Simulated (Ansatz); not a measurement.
A self-consistent single point of AlN (Fm-3m, 2 atoms in the cell) with Ansatz (an electronic-structure program).

Computed with LDA (PW92), default PAW files made with PBE (plane waves; Ansatz).

```
CELL_PARAMETERS angstrom
      0.00000     2.04469     2.04469
      2.04469     0.00000     2.04469
      2.04469     2.04469     0.00000
ATOMIC_POSITIONS crystal
  Al 0.50000 0.50000 0.50000
  N  0.00000 0.00000 0.00000
```

Reference input (self-consistent single point, DFT, LDA (PW92), plane waves, default PAW files made with PBE): basis.ecutwfc = 420 eV; kpoints.mp_grid.grid = 10 10 10; hamiltonian.xc = lda; hamiltonian.pseudopotentials = {kind: paw} (the program's default PAW files); scf.occupations.method = fixed. This run's input differs from it in these lines:

Ansatz 0.2 input:
```diff
@@ -10,3 +10,3 @@
 basis:
-  ecutwfc: 420.0
+  ecutwfc: 230.0
 kpoints:
```

Output, abridged:

```
SCF iter   1: F=—  HF=-887.940013 eV  |F-HF|=—  |Δ(HF+E_count)|=         —  Δρ=4.80e-2  dr2=2.14e-1  ethr=1.77e-3  ⟨swp⟩=4.0  Hψ=2294  notcnv=0  defer=80
all-band conjugate gradients solve this SCF's bands
preconditioner: auto → none
SCF iter   2: F=—  HF=-887.866616 eV  |F-HF|=—  |Δ(HF+E_count)|=   7.34e-2  Δρ=1.65e-2  dr2=2.61e-2  ethr=1.77e-3  ⟨swp⟩=2.7  Hψ=1015  notcnv=0  defer=88
SCF iter   3: F=—  HF=-887.860924 eV  |F-HF|=—  |Δ(HF+E_count)|=   5.69e-3  Δρ=8.40e-3  dr2=2.18e-3  ethr=3.26e-4  ⟨swp⟩=2.8  Hψ=599  notcnv=0  defer=84
SCF iter   4: F=—  HF=-887.860797 eV  |F-HF|=—  |Δ(HF+E_count)|=   1.27e-4  Δρ=4.55e-4  dr2=8.07e-6  ethr=2.72e-5  ⟨swp⟩=3.0  Hψ=662  notcnv=0  defer=90
SCF iter   5: F=—  HF=-887.860802 eV  |F-HF|=—  |Δ(HF+E_count)|=   4.72e-6  Δρ=2.89e-5  dr2=4.57e-8  ethr=1.01e-7  ⟨swp⟩=1.0  Hψ=376  notcnv=0  defer=22
SCF iter   6: F=-887.860802 eV  HF=-887.860802 eV  |F-HF|=1.94e-11  |Δ(HF+E_count)|=   2.33e-8  Δρ=1.20e-6  dr2=1.15e-10  ethr=5.71e-10  ⟨swp⟩=3.8  Hψ=1922  notcnv=0
SCF 1 converged in 6 iterations: F = -887.860802 eV  dr2 = 1.15e-10
Free energy (F): -887.860802 eV
Internal energy: -887.860802 eV  (E = F + TS)
E sigma→0 (E₀):  -887.860802 eV
Fermi energy:    10.493116 eV
--- Forces (eV/Å), atoms counted from 1 ---
  atom   1  Al     0.00000000    -0.00000000     0.00000000
  atom   2  N     -0.00000000     0.00000000     0.00000000
--- Stress (GPa, compression-positive) ---
      -13.793871      -0.000000       0.000000
        0.000000     -13.793871      -0.000000
       -0.000000      -0.000000     -13.793871
  P = ⅓ Tr σ = -13.7939 GPa (-137.939 kbar)
  The stress holds the Pulay correction. Without it, at fixed plane waves, as pw.x and ABINIT print it: P = -70.6893 GPa
```

The run converged in 6 iterations. Against the reference run the free energy goes up by 878 meV/atom, the pressure goes from -14.34 to -13.79 GPa and the gap on the mesh goes from 4.151 to 4.109 eV.

The starting cell comes from a database of computed structures (which also holds hypothetical and non-ambient phases and stackings), without a prior relaxation at this level. Its lattice was rescaled by up to half a per cent. Ansatz's pressure includes its estimate of the finite-basis (Pulay) stress. Without the estimate this run gives -70.69 GPa. The cutoff lies below the one recommended for these files.
